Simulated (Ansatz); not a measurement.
## ZrTaC₂ (space group R-3m, No. 166; a cell from a computed database, its experimental status unchecked)

```cif
data_C6Ta3Zr3
_chemical_formula_sum 'Zr3 Ta3 C6'
_space_group_name_H-M_alt 'R-3m :H'
_space_group_IT_number 166
_space_group_name_Hall '-R 3 2"'
_cell_length_a 3.20804
_cell_length_b 3.20804
_cell_length_c 15.80751
_cell_angle_alpha 90.000
_cell_angle_beta 90.000
_cell_angle_gamma 120.000
loop_
_atom_site_label
_atom_site_type_symbol
_atom_site_symmetry_multiplicity
_atom_site_Wyckoff_symbol
_atom_site_fract_x
_atom_site_fract_y
_atom_site_fract_z
_atom_site_occupancy
Zr1 Zr 3 a 0.00000 0.00000 0.00000 1
Ta1 Ta 3 b 0.00000 0.00000 0.50000 1
C1 C 6 c 0.00000 0.00000 0.24544 1
```
(The calculation used a cell of 4 atoms; values per cell refer to that cell.)

Method: PBEsol (Ansatz, an electronic-structure program; PAW; 420 eV plane waves; without spin-orbit coupling). Settings: 17×17×17 k-points, 0.05 eV Fermi–Dirac smearing.

| Item | Result |
|---|---|
| Volume per atom | 11.74 Å³ |
| Density | 10.47 g/cm³ |
| Band gap | zero |
| Total energy | -3607.980 eV/atom (σ→0; compares only within this code and set-up) |

Stability against distortions was not tested. All final runs are without spin polarisation. An odd electron count without spin: ZrTaC2.
